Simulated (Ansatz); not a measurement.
**Ti2InC, response to strain**

Take Ti₂InC (space group P6_3/mmc, No. 194; a cell from a computed database, its experimental status unchecked) as the base.

```yaml
crystal:
  lattice:
    - [3.10753, 0.00000, 0.00000]
    - [-1.55376, 2.69120, 0.00000]
    - [0.00000, 0.00000, 14.03246]
  atoms:
    - { symbol: Ti, position: [0.66667, 0.33333, 0.57864] }
    - { symbol: Ti, position: [0.33333, 0.66667, 0.42136] }
    - { symbol: Ti, position: [0.33333, 0.66667, 0.07864] }
    - { symbol: Ti, position: [0.66667, 0.33333, 0.92136] }
    - { symbol: In, position: [0.66667, 0.33333, 0.25000] }
    - { symbol: In, position: [0.33333, 0.66667, 0.75000] }
    - { symbol: C, position: [0.00000, 0.00000, 0.50000] }
    - { symbol: C, position: [0.00000, 0.00000, 0.00000] }
```

Cartesian axes are those of the cell as printed.

Strains are applied to the cell and any free atomic positions relax; under biaxial strain the out-of-plane vector relaxes too; under stress the whole cell relaxes.

Calculations: Kohn–Sham DFT with the PBEsol functional, run in Ansatz (an electronic-structure program) with PAW and 420 eV plane waves, no SOC.

| case | shortest interatomic distance | space group |
|---|---|---|
| base | 2.106 Å | P6_3/mmc (No. 194) |
| biaxial strain −2.39 %, plane normal [001], relaxed out of plane | (withheld) | P6_3/mmc (No. 194) |
| uniaxial strain ε_zz = +2.11 % | 2.111 Å | P6_3/mmc (No. 194) |
| uniaxial stress, 8 GPa compression along x | 2.085 Å | Cmcm (No. 63) |

**Question.** What belongs in the blanks?

**Answer.** 
- biaxial strain −2.39 %, plane normal [001], relaxed out of plane, shortest interatomic distance: 2.080 Å

Without a gap, meshes like the base's 17×17×4 leave anisotropic stresses uncertain by several tenths of a GPa, and small strain energies with them. Stability under load was not tested beyond the relaxation. All final runs are without spin polarisation.
